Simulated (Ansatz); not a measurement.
Results of r²SCAN (Ansatz, a quantum-chemistry and plane-wave program, plane waves, PAW) for cubic perovskite TlMnCl3.

Numerical settings: plane-wave cutoff 560 eV, 8×8×8 k mesh, Fermi–Dirac smearing 0.01 eV, spin-polarised start, scalar-relativistic PAW data made under PBE.

Cell (relaxed at this level):

```cif
data_Cl3MnTl
_chemical_formula_sum 'Mn1 Tl1 Cl3'
_space_group_name_H-M_alt 'P 1'
_space_group_IT_number 1
_cell_length_a 5.02318
_cell_length_b 5.02318
_cell_length_c 5.02318
_cell_angle_alpha 90.000
_cell_angle_beta 90.000
_cell_angle_gamma 90.000
loop_
_space_group_symop_operation_xyz
  'x, y, z'
loop_
_atom_site_label
_atom_site_type_symbol
_atom_site_fract_x
_atom_site_fract_y
_atom_site_fract_z
_atom_site_occupancy
Mn1 Mn 0.50000 0.50000 0.50000 1
Tl1 Tl 0.00000 0.00000 0.00000 1
Cl1 Cl 0.50000 0.00000 0.50000 1
Cl2 Cl 0.00000 0.50000 0.50000 1
Cl3 Cl 0.50000 0.50000 0.00000 1
```

Q: Estimate the bulk modulus, pressure derivative B′ of the bulk modulus, Γ–Γ gap and band gap that the calculation returns.

A: 
bulk modulus: 39.6 GPa
pressure derivative B′ of the bulk modulus: 4.6
Γ–Γ gap: 4.78 eV
band gap: 2.23 eV

Note: the magnetic order was assumed, not searched for or taken from measurement; the relaxation could not lower the start's symmetry, so the cell can be a saddle point above a distorted one.

Spin–orbit coupling is not included; with these elements it can move the gap by several tenths of an eV or more.

The computed numbers hold no vibrational or temperature effects.
